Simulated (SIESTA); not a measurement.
A short convergence ladder for HfPd2 (I4/mmm, 3 atoms in the cell)

```
CELL_PARAMETERS angstrom
     -1.69453     1.69453     4.34401
      1.69453    -1.69453     4.34401
      1.69453     1.69453    -4.34401
ATOMIC_POSITIONS crystal
  Hf 0.00000 0.00000 0.00000
  Pd 0.33903 0.33903 0.00000
  Pd 0.66097 0.66097 0.00000
```

Base method: LDA PW92, numerical atomic orbitals DZP, PseudoDojo LDA standard norm-conserving potentials (rewritten from UPF to PSML) in SIESTA.

Base settings: XC.functional = LDA; XC.authors = PW92; potentials = PseudoDojo LDA standard; PAO.BasisSize = DZP; PAO.EnergyShift = 0.005 Ry; MeshCutoff = 300 Ry; kgrid.MonkhorstPack = 6 6 6; OccupationFunction = FD; ElectronicTemperature = 100 meV; MaxSCFIterations = 150.

Core times come from one kind of shared machine, to one figure; runs under 30 s give none.

**The force threshold of a relaxation**

On HfPd2 (I4mm, 3 atoms in the cell): one atom moved by 0.15 angstrom.

In this ladder: MD.TypeOfRun = CG; MD.Steps = 40.

The mesh stays at the base's, so the ladder's end is converged at best in this setting alone.

Only quantities that move along the ladder and can be compared are tabulated.

| MD.MaxForceTol | free energy less the last step's (meV/atom) | largest force left (eV/Å) | relaxation steps | core time / last (rough) |
|---|---|---|---|---|
| 0.2 eV/Ang | 0.65 | 0.1635 | 2 | 0.1 |
| 0.1 eV/Ang | 0.13 | 0.0763 | 4 | 0.2 |
| 0.05 eV/Ang | 0.01 | 0.0114 | 6 | 0.3 |
| 0.03 eV/Ang | 0.01 | 0.0114 | 6 | 0.3 |
| 0.02 eV/Ang | 0.01 | 0.0114 | 6 | 0.3 |
| 0.01 eV/Ang | 0.01 | 0.0088 | 8 | 0.4 |
| 0.005 eV/Ang | 0.01 | 0.0018 | 9 | 0.4 |
| 0.002 eV/Ang | 0.01 | 0.0018 | 9 | 0.4 |
| 0.001 eV/Ang | 0.00 | 0.0003 | 31 | 1 |

Coarsest MD.MaxForceTol that holds the largest force left within 0.02 eV/Å of the last step, with all finer ones: 0.05 eV/Ang, at about 0.3 of the last step's time; the step before is off by 0.076 eV/Å.

Coarsest MD.MaxForceTol that holds the free energy within 0.2 meV/atom of the last step, with all finer ones: 0.1 eV/Ang, at about 0.2 of the last step's time; the step before is off by 0.65 meV/atom.

On the base run: the starting cell comes from a database of computed structures (which also holds hypothetical and non-ambient phases and stackings), without a prior relaxation at this level. Its lattice was rescaled by up to half a per cent. Spin polarisation is off. Values carry the incompleteness of an atom-centred basis. In the base run, with a pressure of about -8 GPa the cell is away from its equilibrium volume at this level.
